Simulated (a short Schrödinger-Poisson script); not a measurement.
## MOS inversion layer, SiO2 on p-type Si(111)

Stack: MOS inversion layer, SiO2 on p-type Si(111), at 300 K.

| layer | material | thickness (nm) | Na (cm⁻³) |
|---|---|---|---|
| 1 | SiO2 | 2.7 | - |
| 2 | Si | 270 | 2.6e18 |

Constants are typed, rounded textbook-type inputs, not results; the design itself was drawn at random and stands for no fabricated device. SiO2: permittivity 3.9, conduction-band edge (eV) 3.15, gap (eV) 9, electron mass (mₑ) 0.5. Si: permittivity 11.7, conduction-band edge (eV) 0, gap (eV) 1.124, Nv at 300 K (cm⁻³) 3.1e19.

Channel valleys (confinement mass, in-plane density-of-states mass, number): Δ6 0.258, 0.358, 6. At the gate the conduction-band edge of layer 1 lies 3.7 eV − eVg above the Fermi level of the channel; the field vanishes at the back. Gaps are held at their typed values at every temperature. Mesh 0.03 nm at interfaces.

From a short Schrödinger-Poisson script (our own, NumPy): 1D Poisson equation in equilibrium, electrons quantum, Hartree (BenDaniel-Duke, 12 states a valley, the channel's in-plane mass for all, wave functions ending at the dielectric), parabolic valleys, classical holes, full ionisation, no traps, pinning or gate leakage.

```csv
Vg (V),electrons (cm⁻²),C (μF/cm²),Δ6 E0 (meV),Δ6 E1 (meV)
1,1.25e6,0.365,432.8,586.9
1.1,1.54e7,0.355,367.7,527.5
1.2,1.99e8,0.345,301.6,466.6
1.3,2.65e9,0.343,234.7,404.7
1.4,3.29e10,0.413,169.6,344.3
1.5,2.25e11,0.680,119.8,298.5
1.6,6.46e11,0.872,92.2,274.2
1.7,1.18e12,0.957,76.3,261.0
1.8,1.78e12,1.00,65.4,252.7
1.9,2.40e12,1.03,57.3,247.0
2,3.04e12,1.04,50.9,242.9
2.1,3.69e12,1.06,45.5,239.8
2.2,4.35e12,1.06,40.9,237.3
2.3,5.01e12,1.07,36.8,235.4
2.4,5.68e12,1.08,33.1,233.9
2.5,6.36e12,1.08,29.8,232.6
2.6,7.04e12,1.09,26.8,231.6
2.7,7.72e12,1.09,24.0,230.8
```

Gate voltages with under 1e6 electrons/cm² are left out.

Subbands count from the Fermi level.
